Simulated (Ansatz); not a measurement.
**VPt2 (Immm): band-structure transport figures**

Given:

```
Pt2V
1.0
   -1.35367     1.89304     4.14874
    1.35367    -1.89304     4.14874
    1.35367     1.89304    -4.14874
V Pt
1 2
Direct
  0.00000   0.00000   0.00000
  0.66087   0.66087   0.00000
  0.33913   0.33913   0.00000
```

Level of theory: r2SCAN, rigid bands (plane waves, PAW, scalar-relativistic; Ansatz, a first-principles code). Condition of this run: functional r2SCAN on the same cell. Geometry: cell and atoms relaxed with PBEsol.

```json
{
 "density of states at the Fermi level": "1.93 states/(eV·cell), both spins",
 "bare Sommerfeld coefficient": "1.51 mJ/(mol of atoms·K²)",
 "drude_plasma_energy": "8.0 (x), 5.2 (y), 3.6 (z) eV",
 "root-mean-square Fermi velocity": "5.4e5 m/s",
 "resistivity times τ": "7.7 (x), 18.0 (y), 37 (z) ×10⁻²² Ω·m·s"
}
```

A metal at this level (no band gap); rigid bands, thermally averaged at 300 K, both spins. Spin-orbit coupling is left out, which matters with elements this heavy. τ is one relaxation time for all states.

Formula and space group known from diffraction (Crystallography Open Database), not checked to be the room-temperature form: VPt2 (Immm). Treated as nonmagnetic (a ferromagnetic start lost its moment, other orders weren't tried): VPt2 (Immm).
